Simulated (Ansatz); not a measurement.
Results of PBEsol in Ansatz (PAW) for AlP (model structure, started from the BeO type, P4₂/mnm, No. 136, 8 atoms in the cell).

Run with plane-wave cutoff 520 eV, 6×6×10 k mesh (along the axes of the cell as run), Fermi–Dirac smearing 0.01 eV, scalar-relativistic PAW data made under PBE.

Computed at the level's own relaxed cell.

```
CELL_PARAMETERS angstrom
      6.63813     0.00000     0.00000
      0.00000     6.63813     0.00000
      0.00000     0.00000     3.89212
ATOMIC_POSITIONS crystal
  Al 0.32756 0.67244 0.00000
  Al 0.67244 0.32756 0.00000
  Al 0.82756 0.82756 0.50000
  Al 0.17244 0.17244 0.50000
  P  0.31328 0.31328 0.00000
  P  0.68672 0.68672 0.00000
  P  0.18672 0.81328 0.50000
  P  0.81328 0.18672 0.50000
```

**Question.** List the 22 lowest band energies at Γ above −25 eV (eV, relative to the valence band maximum), grouping those that round alike.

**Answer.** At Γ: -11.55, -9.90 (×2), -9.55, -6.09, -4.15 (×2), -4.07, -2.84, -2.25, -1.03 (×2), -0.27, -0.12, -0.03 (×2), 1.73, 2.88 (×2), 3.11, 3.41, 3.79.

Note: the relaxation could raise the start's symmetry but not lower it, so the cell can be a saddle point.

A model structure was made by putting elements into a prototype or built by hand; it is no filed structure, need not be a known phase, and can be a saddle point held by its symmetry.

Ansatz is a program for electronic structure.
